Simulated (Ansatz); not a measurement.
Start from GaP in the zinc blende structure (space group F-43m, No. 216; a = 5.439 Å). Axes: x, y, z lie along the cube axes.

All numbers come from PBEsol in Ansatz (plane waves to 420 eV, PAW, without spin-orbit coupling).

For the base:

Volume per atom: 20.11 Å³
Valence-band top at Γ: 0.00, 0.00, 0.00 eV

Now apply this change: biaxial strain +1.00 %, plane normal [001], relaxed out of plane (Cartesian); in-plane vectors clamped, the third vector and the atoms free.

### Question
Estimate the effect on the volume per atom, energy relative to the base and valence-band top at Γ.

### Answer
The volume per atom goes up by 0.22 Å³ to 20.33 Å³; the energy grows by 1.7 meV/atom; the valence-band top at Γ (three highest levels, from the VBM) becomes 0.00, -0.10, -0.10 eV (base: 0.00, 0.00, 0.00 eV).

Whether these cells are dynamically stable was not tested.

Ansatz is a first-principles code.
